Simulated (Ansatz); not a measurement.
**La, response to strain**

The reference is La (space group P6_3/mmc, No. 194; a = 3.784 Å, c = 12.068 Å; relaxed with 0.1 eV smearing). Axes: x lies along a and z along c of the hexagonal cell.

Strains are applied to the cell and any free atomic positions relax; under biaxial strain the out-of-plane vector relaxes too.

The values are results of Kohn–Sham DFT with the r2SCAN functional, run in Ansatz (a first-principles code) with PAW and 500 eV plane waves, no spin-orbit coupling, not measurements.

Notes on the quantities. pressure: mean of the normal stresses, compression positive.

```json
[
 {"variant": "base", "pressure": "0.0 GPa", "shortest interatomic distance": "3.725 Å", "space group": "P6_3/mmc (No. 194)"},
 {"variant": "biaxial strain −2.46 %, plane normal [001], relaxed out of plane", "pressure": "1.0 GPa", "shortest interatomic distance": "3.690 Å", "space group": "P6_3/mmc (No. 194)"},
 {"variant": "biaxial strain +0.41 %, plane normal [001], relaxed out of plane", "pressure": "-0.1 GPa", "shortest interatomic distance": "3.726 Å", "space group": "P6_3/mmc (No. 194)"},
 {"variant": "biaxial strain +0.46 %, plane normal [001], relaxed out of plane", "pressure": "-0.2 GPa", "shortest interatomic distance": "3.726 Å", "space group": "P6_3/mmc (No. 194)"},
 {"variant": "biaxial strain +2.05 %, plane normal [001], relaxed out of plane", "pressure": "-0.7 GPa", "shortest interatomic distance": "3.731 Å", "space group": "P6_3/mmc (No. 194)"},
 {"variant": "isotropic strain −0.59 %", "pressure": "0.4 GPa", "shortest interatomic distance": "3.703 Å", "space group": "P6_3/mmc (No. 194)"},
 {"variant": "isotropic strain +1.24 %", "pressure": "-0.8 GPa", "shortest interatomic distance": "3.771 Å", "space group": "P6_3/mmc (No. 194)"},
 {"variant": "uniaxial strain ε_yy = +0.52 %", "pressure": "-0.1 GPa", "shortest interatomic distance": "3.726 Å", "space group": "Cmcm (No. 63)"},
 {"variant": "uniaxial strain ε_yy = +0.95 %", "pressure": "-0.2 GPa", "shortest interatomic distance": "3.727 Å", "space group": "Cmcm (No. 63)"},
 {"variant": "uniaxial strain ε_yy = +2.94 %", "pressure": "-0.6 GPa", "shortest interatomic distance": "3.729 Å", "space group": "Cmcm (No. 63)"}
]
```

Stability against distortions was not tested.
